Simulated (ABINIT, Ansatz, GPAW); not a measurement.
# Code comparison for Zr3Sn (Pm-3n, 8 atoms in the cell)

Self-consistent single point.

```
CELL_PARAMETERS angstrom
      5.57671     0.00000     0.00000
      0.00000     5.57671     0.00000
      0.00000     0.00000     5.57671
ATOMIC_POSITIONS crystal
  Zr 0.50000 0.25000 0.00000
  Zr 0.50000 0.75000 0.00000
  Zr 0.25000 0.00000 0.50000
  Zr 0.75000 0.00000 0.50000
  Zr 0.00000 0.50000 0.25000
  Zr 0.00000 0.50000 0.75000
  Sn 0.50000 0.50000 0.50000
  Sn 0.00000 0.00000 0.00000
```

Shared settings, as Ansatz (a program for electronic structure) writes them: kpoints.mp_grid.grid = 2 2 2; scf.occupations.method = fermi_dirac; scf.occupations.width = 0.0073 Ry. Potentials and cutoffs stand in the table.

```tsv
code	model	pressure (GPa)	cutoff
ABINIT	LDA (PW92), norm-conserving pseudopotentials (PseudoDojo nc-sr-04 LDA standard)	-4.56	72 Ry
GPAW	LDA (Perdew-Wang 92), GPAW PAW datasets LDA (gpaw-data 1.0.1)	-5.18	600 eV
Ansatz	LDA (PW92), PAW files made with PBE	-4.66	default
```

The spread over the programs that give each value: pressure within 0.62 GPa.

Ansatz's pressure is given at a fixed set of plane waves, as the other plane-wave codes print theirs.

On the base mesh (5 5 5) the same programs gave: Ansatz pressure -3.42 GPa; ABINIT pressure -3.34 GPa; GPAW pressure -3.97 GPa.

The values differ from the base mesh's, so the mesh still matters here: the table compares the programs at equal settings.

The starting cell comes from a database of computed structures (which also holds hypothetical and non-ambient phases and stackings), without a prior relaxation at this level. Its lattice was rescaled by a random factor within 2.5 % of one.

Left out of this page: CP2K (on another mesh); FLEUR (not drawn, or without a comparable value).

Keys are those of Ansatz 0.2.
